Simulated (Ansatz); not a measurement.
The reference is PbTe in the rock salt structure (space group Fm-3m, No. 225; a = 6.5343 Å). Axes: x, y, z lie along the cube axes.

Method: r2SCAN/PAW in Ansatz (an electronic-structure program), no spin-orbit coupling.

Modification: the cell is scaled by 0.9750 in all directions; the atoms relax in the strained cell.

Task: Predict the stress tensor and what it implies for the stiffness.

Result: Stress of the strained cell less that of the base (GPa, compression positive):
```
   3.79    0.00    0.00
   0.00    3.79    0.00
   0.00    0.00    3.79
```

Then B = −ΔP/(ΔV/V₀) with ΔV/V₀ = -0.0731 gives secant stiffness values (nonlinear terms included at this strain): B ≈ 52 GPa.

As a check, the harmonic strain energy −½ V₀ Δσ:ε is 31 meV/atom; the computed energy rise is 28 meV/atom.

No phonon test of stability was made.
